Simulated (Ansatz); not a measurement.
Phonon-limited resistivity of SrPt₂ (Fd-3m) against temperature in μΩ·cm, PBEsol, DFPT electron-phonon coupling, linearised Boltzmann equation run with Ansatz (a quantum-chemistry and plane-wave program), harmonic crystal at a fixed cell.

```csv
T,ρ
50 K,2.5
77 K,5.5
100 K,[?]
150 K,[?]
200 K,17.5
250 K,22
273 K,24
300 K,26
350 K,30
400 K,35
500 K,42
600 K,[?]
800 K,64
```

What belongs in the gaps?


- 100 K, ρ: 7.9
- 150 K, ρ: 12.8
- 600 K, ρ: 50

A metal at this level (no band gap). Only scattering by harmonic phonons is included (no impurities, grain boundaries, electron-electron scattering or thermal expansion). Spin-orbit coupling is left out, which matters with elements this heavy. Halving the electron mesh (20x20x20) moves the resistivity by up to 6 %. Smearing 0.20 eV; phonons on a 3x3x3 q mesh, which this run doesn't test and which matters most at low temperature.

Computed structure, not matched to a measured one here, so possibly hypothetical: SrPt2 (Fd-3m).
